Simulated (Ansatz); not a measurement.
What pressure 30 GPa does to CdSe

Start from CdSe in the zinc blende structure (space group F-43m, No. 216; a = 6.133 Å).

The change: cell and atoms relaxed at a pressure of 30 GPa.

Method: plane-wave PAW DFT at the r2SCAN level (Ansatz, a first-principles code, 500 eV), no spin-orbit coupling. k-mesh 9×9×9 (Γ-centred); smearing 0.05 eV (Fermi–Dirac).

The volume per atom falls by 7.39 Å³, from 28.84 Å³ to 21.45 Å³ and the density grows by 1.90 g/cm³ (5.51 g/cm³ → 7.41 g/cm³). The lattice parameter a shrinks by 0.576 Å to 5.557 Å and the shortest interatomic distance shrinks by 0.2494 Å, from 2.656 Å to 2.406 Å. The band gap increases by 0.60 eV (1.04 eV → 1.64 eV) and the gap character stays direct at Γ. The width of the top valence band goes up by 1.354 eV (2.12 eV → 3.48 eV) and the electron mass changes from 0.093 mₑ (at Γ) to 0.12 mₑ (at Γ). The hole mass (degenerate bands, along [100]) becomes 0.13, 0.45, 0.45 mₑ (at Γ) (base: 0.098, 0.70, 0.70 mₑ (at Γ)) and the valley order (the lowest conduction-band minima on the path, energy above the VBM, named in the base's zone) becomes Γ 1.64 eV; X along ⟨100⟩ 2.86 eV; L along ⟨111⟩ 3.13 eV (base: Γ 1.04 eV; L along ⟨111⟩ 2.84 eV; X along ⟨100⟩ 3.51 eV).

Load acts through the strain it causes; cell and atoms are relaxed under it. Effective masses come from finite differences of ±0.01 Å⁻¹. No phonon test of stability was made. Tetrahedral semiconductors of this kind turn to denser phases somewhere between about 1 and 50 GPa; those were not computed, so compressed cells here can lie past the real transition.
